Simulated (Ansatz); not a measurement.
The starting structures come from a database of crystals and need not be the phases stable at ambient conditions.

**Evanescent states of ReH₄NO₄ (I4_1/a, not sure to be the ambient phase, 20 atoms a cell, 11.3 Å³ an atom, -3 GPa at this level) along the normal of (001)**

Level of theory: r2SCAN (plane waves, PAW; Ansatz, a first-principles code).

The gap is the functional's own, uncorrected, and κ follows it; spin-orbit coupling is left out. Mid-gap values are interpolated between the computed energies.

Energies count from the valence-band top; κ is the least over a 6×6 mesh across the current.

```csv
E (eV),κ (1/Å),where
0.11,0.243,Γ
0.33,0.389,Γ
0.55,0.462,off Γ
0.77,0.501,off Γ
0.99,0.527,off Γ
1.21,?,off Γ
1.43,?,off Γ
1.65,?,off Γ
1.87,?,off Γ
2.09,?,off Γ
2.31,?,Γ
2.53,?,Γ
2.75,?,Γ
2.97,?,Γ
3.19,?,Γ
3.41,?,Γ
3.63,0.532,Γ
3.85,0.508,Γ
4.07,0.479,Γ
4.29,0.442,Γ
4.51,0.405,Γ
```

Question: Fill in the missing entries.

Answer: 
- 1.21, κ (1/Å): 0.548
- 1.43, κ (1/Å): 0.563
- 1.65, κ (1/Å): 0.575
- 1.87, κ (1/Å): 0.583
- 2.09, κ (1/Å): 0.588
- 2.31, κ (1/Å): 0.589
- 2.53, κ (1/Å): 0.587
- 2.75, κ (1/Å): 0.582
- 2.97, κ (1/Å): 0.575
- 3.19, κ (1/Å): 0.564
- 3.41, κ (1/Å): 0.550
